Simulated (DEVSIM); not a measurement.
Device: Al/La2O3/p-Ge capacitor, at 400 K.

```csv
layer (left to right),material,thickness (nm),Na (cm⁻³)
1,La2O3,2.60,-
2,Ge,380,2.4e18
```

Metal gate on the left, work function 4.1 eV. Fixed charge at the semiconductor interface 2.5e10 cm⁻² (in units of +e); interface traps 2e12 cm⁻² eV⁻¹, uniform in energy, neutral level at 0.5 of the gap above the valence band.

This is a model device: material constants are rounded textbook-type values typed into the input, and sizes, dopings and lifetimes were drawn at random. Values at 300 K; Nc and Nv go as T^1.5, mobilities as T to minus their exponent, the gap by Varshni's rule with the affinity fixed.

```csv
parameter,La2O3,Ge
gap (eV),5.8,0.664
affinity (eV),1.8,4
permittivity,27,16
Nc (cm⁻³),-,1.04e19
Nv (cm⁻³),-,6e18
Varshni α (eV/K),-,0.000477
Varshni β (K),-,235
```

Model (solved in DEVSIM): 1D Poisson equation in equilibrium, Boltzmann statistics, complete ionisation; no quantum confinement or tunnelling. Metal contacts follow the ideal Schottky-Mott rule: no Fermi-level pinning, no interface dipoles.

Tabulate band edges, carrier densities and field at -0.1 V on the gate.

Energies count from the Fermi level of the right contact; mesh points crowd at the junctions.

```json
[
 {"x (μm)": "0.000", "Ec (eV)": "2.400", "Ev (eV)": "-3.400", "n (cm⁻³)": "< 1e2", "p (cm⁻³)": "< 1e2", "field (V/cm)": "240000"},
 {"x (μm)": "0.0006529", "Ec (eV)": "2.416", "Ev (eV)": "-3.385", "n (cm⁻³)": "< 1e2", "p (cm⁻³)": "< 1e2", "field (V/cm)": "240000"},
 {"x (μm)": "0.001300", "Ec (eV)": "2.431", "Ev (eV)": "-3.369", "n (cm⁻³)": "< 1e2", "p (cm⁻³)": "< 1e2", "field (V/cm)": "240000"},
 {"x (μm)": "0.001980", "Ec (eV)": "2.447", "Ev (eV)": "-3.353", "n (cm⁻³)": "< 1e2", "p (cm⁻³)": "< 1e2", "field (V/cm)": "240000"},
 {"x (μm)": "0.002814", "Ec (eV)": "0.270", "Ev (eV)": "-0.354", "n (cm⁻³)": "6.4e15", "p (cm⁻³)": "3.2e14", "field (V/cm)": "390000"},
 {"x (μm)": "0.003801", "Ec (eV)": "0.307", "Ev (eV)": "-0.317", "n (cm⁻³)": "2.2e15", "p (cm⁻³)": "9.3e14", "field (V/cm)": "360000"},
 {"x (μm)": "0.005493", "Ec (eV)": "0.363", "Ev (eV)": "-0.261", "n (cm⁻³)": "4.2e14", "p (cm⁻³)": "4.8e15", "field (V/cm)": "310000"},
 {"x (μm)": "0.009954", "Ec (eV)": "0.476", "Ev (eV)": "-0.148", "n (cm⁻³)": "1.6e13", "p (cm⁻³)": "1.3e17", "field (V/cm)": "190000"},
 {"x (μm)": "0.01604", "Ec (eV)": "0.551", "Ev (eV)": "-0.073", "n (cm⁻³)": "1.8e12", "p (cm⁻³)": "1.1e18", "field (V/cm)": "66000"},
 {"x (μm)": "0.02648", "Ec (eV)": "0.576", "Ev (eV)": "-0.048", "n (cm⁻³)": "8.9e11", "p (cm⁻³)": "2.3e18", "field (V/cm)": "4500"},
 {"x (μm)": "0.04437", "Ec (eV)": "0.578", "Ev (eV)": "-0.046", "n (cm⁻³)": "8.5e11", "p (cm⁻³)": "2.4e18", "field (V/cm)": "31"},
 {"x (μm)": "0.08854", "Ec (eV)": "0.578", "Ev (eV)": "-0.046", "n (cm⁻³)": "8.5e11", "p (cm⁻³)": "2.4e18", "field (V/cm)": "≈ 0"},
 {"x (μm)": "0.1508", "Ec (eV)": "0.578", "Ev (eV)": "-0.046", "n (cm⁻³)": "8.5e11", "p (cm⁻³)": "2.4e18", "field (V/cm)": "≈ 0"},
 {"x (μm)": "0.2378", "Ec (eV)": "0.578", "Ev (eV)": "-0.046", "n (cm⁻³)": "8.5e11", "p (cm⁻³)": "2.4e18", "field (V/cm)": "≈ 0"},
 {"x (μm)": "0.3118", "Ec (eV)": "0.578", "Ev (eV)": "-0.046", "n (cm⁻³)": "8.5e11", "p (cm⁻³)": "2.4e18", "field (V/cm)": "≈ 0"},
 {"x (μm)": "0.3418", "Ec (eV)": "0.578", "Ev (eV)": "-0.046", "n (cm⁻³)": "8.5e11", "p (cm⁻³)": "2.4e18", "field (V/cm)": "≈ 0"},
 {"x (μm)": "0.3593", "Ec (eV)": "0.578", "Ev (eV)": "-0.046", "n (cm⁻³)": "8.5e11", "p (cm⁻³)": "2.4e18", "field (V/cm)": "≈ 0"},
 {"x (μm)": "0.3695", "Ec (eV)": "0.578", "Ev (eV)": "-0.046", "n (cm⁻³)": "8.5e11", "p (cm⁻³)": "2.4e18", "field (V/cm)": "≈ 0"},
 {"x (μm)": "0.3770", "Ec (eV)": "0.578", "Ev (eV)": "-0.046", "n (cm⁻³)": "8.5e11", "p (cm⁻³)": "2.4e18", "field (V/cm)": "≈ 0"},
 {"x (μm)": "0.3798", "Ec (eV)": "0.578", "Ev (eV)": "-0.046", "n (cm⁻³)": "8.5e11", "p (cm⁻³)": "2.4e18", "field (V/cm)": "≈ 0"},
 {"x (μm)": "0.3815", "Ec (eV)": "0.578", "Ev (eV)": "-0.046", "n (cm⁻³)": "8.5e11", "p (cm⁻³)": "2.4e18", "field (V/cm)": "≈ 0"},
 {"x (μm)": "0.3826", "Ec (eV)": "0.578", "Ev (eV)": "-0.046", "n (cm⁻³)": "8.5e11", "p (cm⁻³)": "2.4e18", "field (V/cm)": "≈ 0"}
]
```
